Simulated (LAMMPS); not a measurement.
MD of Cu (fcc) at zero pressure, 2048 atoms, as a crystal; each row is its own run.

Level of theory: classical MD, pair style eam/alloy, file Cu_zhou.eam.alloy (LAMMPS).

```csv
T (K),volume (Å³/atom)
200,11.870
300,11.908
610,12.057
1020,12.363
1220,12.585
```

**Question.** Fit a straight line, y = a + b x, to these rows (x is the first column, y the second) and predict the run at x = 810.

**Answer.** Least squares gives a = 11.696 and b = 0.0006873. At x = 810 the fit predicts 12.253 Å³/atom. The run itself gave 12.1867 ± 0.0005 Å³/atom, so the fit is 0.54 % high.

Caution (row 1220): this crystal lies over the melting point of about 1140 K that EAM-type Cu_zhou.eam.alloy gives, so it is superheated.
